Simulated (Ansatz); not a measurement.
Start from Rh in the fcc (Cu type) structure (space group Fm-3m, No. 225; a = 3.755 Å; relaxed with 0.1 eV smearing). Axes: x, y, z lie along the cube axes.

Computed with LDA in Ansatz (plane waves to 420 eV, PAW, no spin-orbit coupling).

Strains are applied to the cell and any free atomic positions relax; under biaxial strain the out-of-plane vector relaxes too.

One change was made to it. Results:

The energy increases by 25 meV/atom; the volume per atom grows by 0.36 Å³ (13.24 Å³ → 13.60 Å³).

Task: Name the change that was made.
(A) biaxial strain +1.50 %, plane normal [001], relaxed out of plane
(B) biaxial strain +0.50 %, plane normal [001], relaxed out of plane
(C) biaxial strain +2.00 %, plane normal [001], relaxed out of plane
(D) biaxial strain +2.50 %, plane normal [001], relaxed out of plane

Result: D, biaxial strain +2.50 %, plane normal [001], relaxed out of plane. For comparison, the energy relative to the base in the other runs: biaxial strain +0.50 %, plane normal [001], relaxed out of plane gives +1.1 meV/atom; biaxial strain +2.00 %, plane normal [001], relaxed out of plane gives +16 meV/atom; biaxial strain +1.50 %, plane normal [001], relaxed out of plane gives +9.2 meV/atom.

No phonon test of stability was made. The final runs are not spin-polarised. Rh lies near a magnetic instability that expansion can trigger; it was not tested.

Ansatz is a first-principles code.
